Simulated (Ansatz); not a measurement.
**Competing hops of Li vacancy in bcc Li, neutral cell**

Defect: Li vacancy in bcc Li, neutral cell. These are PBE, PAW (plane waves to 420 eV; Ansatz, a first-principles code) values and carry that method's errors.

Cell of 54 host sites held at the relaxed PBE lattice; a 3×3×3 k-point mesh shifted by half a step; Fermi-Dirac width 0.10 eV, spin-restricted; finite-size errors left in. Static, classical nuclei. Forms of the defect that were not tried may lie lower.

Barriers: single points on a 5×5×5 k-point mesh shifted by half a step at the bands' geometries.

```json
[
 {"Route": "one Li atom jumps into the vacancy from a nearby Li site", "Start site over the lowest site run (eV)": "0.00", "Hop (Å)": "2.60", "Forward barrier (eV)": "0.06", "Backward barrier (eV)": "0.06", "Neighbours at the start": "3 Li at 3.00, 3 Li at 3.01, Li at 3.08, 3 Li at 3.23, 2 Li at 3.54, Li at 3.55 Å", "Neighbours at the saddle": "3 Li at 2.96, 3 Li at 2.97, 3 Li at 3.44, 3 Li at 3.48 Å", "Saddle order": "not checked, on a symmetry element", "Forward, on the band's own sampling (eV)": "0.06"},
 {"Route": "one Li atom jumps into the vacancy from a nearby Li site", "Start site over the lowest site run (eV)": "0.00", "Hop (Å)": "3.67", "Forward barrier (eV)": "0.17", "Backward barrier (eV)": "0.17", "Neighbours at the start": "4 Li at 2.92, 4 Li at 3.00, Li at 3.21, 2 Li at 3.41, 2 Li at 3.42 Å", "Neighbours at the saddle": "4 Li at 2.83 Å", "Saddle order": "not checked, on a symmetry element", "Forward, on the band's own sampling (eV)": "0.18"}
]
```

Paths come from nudged elastic bands with a climbing image. Of the routes that converged and passed our checks, the lowest saddle point lies 0.055 eV above the lowest of the sites run (one Li atom jumps into the vacancy from a nearby Li site); other sites, such as split forms, and other routes may lie lower. A band can be held on a symmetry element, so unchecked saddle points there may be too high.
